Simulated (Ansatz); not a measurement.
The reference is BAs (space group P6_422, No. 181; a = 3.429 Å, c = 7.403 Å; a hypothetical phase, not in the database extracts checked).

The change: a hydrostatic pressure of 3 GPa.

Levels (all Ansatz, an electronic-structure program, PAW): PBEsol (420 eV, without spin-orbit coupling); PBEsol+SOC (420 eV, noncollinear with spin-orbit coupling).

The geometry is relaxed with PBEsol.

* **PBEsol band gap**: 0.25 eV
* **PBEsol valence-band top at Γ**: 0.00, -0.97, -1.29 eV
* **PBEsol electron mass**: 0.19 mₑ along c, 0.31 mₑ across (at M)

With PBEsol+SOC at the same geometry, the band gap stays 0.25 eV; the valence-band top at Γ (three highest Kramers pairs, from the VBM) becomes 0.00, -0.97, -1.23 eV (PBEsol: 0.00, -0.97, -1.29 eV); the electron mass remains 0.19 mₑ along c, 0.31 mₑ across (at M).

Single points use the geometry relaxed with PBEsol. The spin-orbit shifts are approximate. Load acts through the strain it causes; cell and atoms are relaxed under it. Masses are band curvatures over ±0.01 Å⁻¹ around the edge. Stability against distortions was not tested. The base started in P3_121 and relaxed to P6_422 at this level. The zero or small gap of BAs under pressure 3 GPa can change with the level of theory.
